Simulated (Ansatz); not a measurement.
## Ru with two functionals

Take Ru in the hcp (Mg type) structure (space group P6_3/mmc, No. 194; a = 2.722 Å, c = 4.291 Å) as the base.

(Cell as relaxed with PBE.)

Levels (all Ansatz, an electronic-structure program, PAW): PBE (420 eV, no spin-orbit coupling); PBEsol (420 eV, no spin-orbit coupling).

Each level relaxes its own structure.

```tsv
quantity	PBE	PBEsol
volume per atom	13.77 Å³	13.32 Å³
lattice parameter a	5.144 bohr	5.087 bohr
lattice parameter c	8.108 bohr	8.023 bohr
band gap	zero	zero
```

PBE's volume per atom lies 0.45 Å³ above PBEsol's (3.4 %); PBE's lattice parameter a lies 0.057 bohr above PBEsol's (1.1 %); PBE's lattice parameter c lies 0.085 bohr above PBEsol's (1.1 %); the two agree on the band gap. Neither level is exact; PBEsol is the comparison here, not a measurement.

Whether these cells are dynamically stable was not tested. All final runs are without spin polarisation.
